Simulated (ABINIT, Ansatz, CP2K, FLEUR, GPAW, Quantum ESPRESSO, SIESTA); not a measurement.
## One structure in several programs: GaGePt6 (I-42m, 8 atoms in the cell)

Self-consistent single point.

```yaml
crystal:
  lattice:
    - [-2.76055, 2.76055, 3.97615]
    - [2.76055, -2.76055, 3.97615]
    - [2.76055, 2.76055, -3.97615]
  atoms:
    - { symbol: Ga, position: [0.00000, 0.00000, 0.00000] }
    - { symbol: Ge, position: [0.50000, 0.50000, 0.00000] }
    - { symbol: Pt, position: [0.94343, 0.94343, 0.39588] }
    - { symbol: Pt, position: [0.05657, 0.45245, 0.00000] }
    - { symbol: Pt, position: [0.54755, 0.54755, 0.60412] }
    - { symbol: Pt, position: [0.45245, 0.05657, 0.00000] }
    - { symbol: Pt, position: [0.50000, 0.00000, 0.50000] }
    - { symbol: Pt, position: [0.00000, 0.50000, 0.50000] }
```

All programs got the same cell, k-point mesh and kind of occupations (in Ansatz's words: kpoints.mp_grid.grid = 5 5 5; scf.occupations.method = gaussian; scf.occupations.width = 0.2 eV); potentials, basis and cutoffs are each program's usual ones.

```csv
code,model,pressure (GPa),largest force (eV/Å),k-points,cutoff
SIESTA,"GGA PBEsol, numerical atomic orbitals DZP, PseudoDojo PBEsol standard norm-conserving potentials (rewritten from UPF to PSML)",-3.74,0.425,63,grid 350 Ry
Quantum ESPRESSO,"PBEsol, PseudoDojo standard norm-conserving (PBESOL) pseudopotentials",-3.97,0.146,18,85 Ry
FLEUR,"PBEsol, all-electron FLAPW (FLEUR), scalar-relativistic valence",–,0.165,18,Kmax 4.5 1/bohr
ABINIT,"PBEsol, norm-conserving pseudopotentials (PseudoDojo nc-sr-04 PBEsol standard)",-3.99,0.146,18,1143 eV
Ansatz,"PBEsol, PAW files made with PBE",-3.85,0.135,18,420 eV
GPAW,"PBEsol, GPAW PAW datasets PBEsol (made by gpaw-setup)",-3.63,0.152,18,600 eV
CP2K,"PBEsol, GPW, DZVP-MOLOPT-SR-GTH basis, GTH-PBE potentials (GTH_POTENTIALS)",-2.11,0.307,63,grid 600 Ry
```

Size of the force on each atom (eV/Å): Sizes of forces hide their directions.

```tsv
code	Ga1	Ge2	Pt3	Pt4	Pt5	Pt6	Pt7	Pt8
SIESTA	0.002	0.001	0.421	0.425	0.419	0.425	0.000	0.000
Quantum ESPRESSO	0.000	0.000	0.146	0.146	0.146	0.146	0.000	0.000
FLEUR	0.000	0.000	0.165	0.165	0.165	0.165	0.000	0.000
ABINIT	0.000	0.000	0.146	0.146	0.146	0.146	0.000	0.000
Ansatz	0.000	0.000	0.135	0.135	0.135	0.135	0.000	0.000
GPAW	0.000	0.000	0.152	0.152	0.152	0.152	0.000	0.000
CP2K	0.000	0.000	0.307	0.307	0.307	0.307	0.000	0.000
```

A dash marks a value that a program does not give, or that is left out as unsure.

The spread over the programs that give each value: pressure within 1.88 GPa; largest force within 0.290 eV/Å.

The starting cell comes from a database of computed structures (which also holds hypothetical and non-ambient phases and stackings), without a prior relaxation at this level. On Ansatz's run: Spin-orbit coupling is off. Spin polarisation is off. In the base run, with a pressure of about -4 GPa the cell is away from its equilibrium volume at this level.

**Question.** Why do the programs differ, and what cannot be compared?

**Answer.** Differences of this kind can come from the potentials, where these differ, and from what each basis and cutoff leave unconverged. The valence holds different numbers of electrons (SIESTA 135, Quantum ESPRESSO 135, FLEUR 123, ABINIT 135, Ansatz (a program for electronic structure) 135, GPAW 103, CP2K 125). The zero of total energies and Fermi levels follows the potentials and each program's conventions, so they are not compared here. SIESTA and CP2K use small atom-centred bases, whose incompleteness enters pressures, forces and empty levels differently from a plane-wave cutoff. FLEUR treats all electrons, but the usual bases taken here (sphere radii, linearisation, local orbitals, empty states) were not tested for convergence, so the values are no reference for the others. Ansatz's pressure is given at a fixed set of plane waves, as the other plane-wave codes print theirs; with its correction for the finite basis it is -3.78 GPa. The programs reduce the same mesh by symmetry to different extents, which changes the work and not the result. In the pressure, CP2K (by 1.81) lies more than 1 GPa from the median of the plane-wave programs. In the force vectors, SIESTA (by 0.284) and CP2K (by 0.170) lie more than 0.08 eV/Å from the median of the plane-wave programs.

Left out of this page: Elk (not drawn, or without a comparable value).

Keys are those of Ansatz 0.2.
